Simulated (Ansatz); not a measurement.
The reference is Ti in the hcp (Mg type) structure (space group P6_3/mmc, No. 194; a = 2.864 Å, c = 4.534 Å).

Method: Kohn–Sham DFT with the LDA functional, run in Ansatz (an electronic-structure program) with PAW and 420 eV plane waves, spin-orbit coupling left out.

One change was made to it. Results:

```tsv
quantity	base	after
shortest interatomic distance	5.303 bohr	5.275 bohr
band gap	zero	zero
```

Q: What was done to the base?
A. pressure 9 GPa
B. pressure 2.1 GPa
C. pressure −1 GPa
D. pressure 22.5 GPa

A: B, pressure 2.1 GPa. For comparison, the shortest interatomic distance in the other runs: pressure 9 GPa gives 5.196 bohr; pressure −1 GPa gives 5.316 bohr; pressure 22.5 GPa gives 5.074 bohr.

Load acts through the strain it causes; cell and atoms are relaxed under it. No phonon test of stability was made. Competing high-pressure phases were not computed. The final runs are not spin-polarised.
